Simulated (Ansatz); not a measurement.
# Fermi-surface data of Zr under load (space group P6_3/mmc)

```
CELL_PARAMETERS angstrom
      3.19599     0.00000     0.00000
     -1.59800     2.76781     0.00000
      0.00000     0.00000     5.06838
ATOMIC_POSITIONS crystal
  Zr 0.33333 0.66667 0.25000
  Zr 0.66667 0.33333 0.75000
```

Method: PBEsol, rigid bands (plane waves, PAW, scalar-relativistic; Ansatz, an electronic-structure program). Condition of this run: uniaxial stress zz = 1 GPa (compression positive) (the target of the relaxation). Geometry: cell and atoms relaxed with PBEsol, then loaded as said.

The density of states at the Fermi level is 1.96 states/(eV·cell), both spins, the bare Sommerfeld coefficient is 2.3 mJ/(mol of atoms·K²) and the drude plasma energy comes out as 4.1 (x), 4.1 (y), 4.4 (z) eV. The root-mean-square Fermi velocity comes out as 3.9e5 m/s. The resistivity times τ is 30 (x), 30 (y), 25 (z) ×10⁻²² Ω·m·s.

A metal at this level (no band gap); rigid bands, thermally averaged at 300 K, both spins. Spin-orbit coupling is left out. τ is one relaxation time for all states.
